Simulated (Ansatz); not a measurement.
Consider PbF₂ in the fluorite structure (space group Fm-3m, No. 225; a = 5.922 Å). Axes: x, y, z lie along the cube axes.

Computed with r2SCAN (Ansatz, a first-principles code, PAW, scalar-relativistic without spin-orbit coupling), earlier PAW set.

Base values:

| Quantity | Result |
|---|---|
| Band gap | 4.94 eV |

One thing is altered: a free-standing slab of 2 layers (6 atoms, 3 a layer) is cut normal to [111], with 15 Å of vacuum and the in-plane cell held at bulk.

Q: What happens to the excess energy per area of both faces?

A: The excess energy per area of both faces (slab less bulk energy over the cell's area: twice a surface energy) is 0.47 J/m².

Q: What happens to the gap character?

A: The gap character amounts to indirect, K → Γ.

Q: Estimate the effect on the change of the spacing d12 from its bulk value of 0.855 Å.

A: The change of the spacing d12 from its bulk value of 0.855 Å amounts to -31.6 %.

Q: How does this affect the band gap?

A: The band gap grows by 0.03 eV (4.94 eV → 4.97 eV).

Q: How does this affect the change of the spacing d23 from its bulk value of 0.855 Å?

A: The change of the spacing d23 from its bulk value of 0.855 Å comes out as +13.7 %.

Slab and bulk use different k-meshes, which limits the precision of the excess energy. Spin-orbit coupling, missing from the scalar runs, can matter with Pb. Whether these cells are dynamically stable was not tested. k-point labels follow each cell's own Brillouin zone.
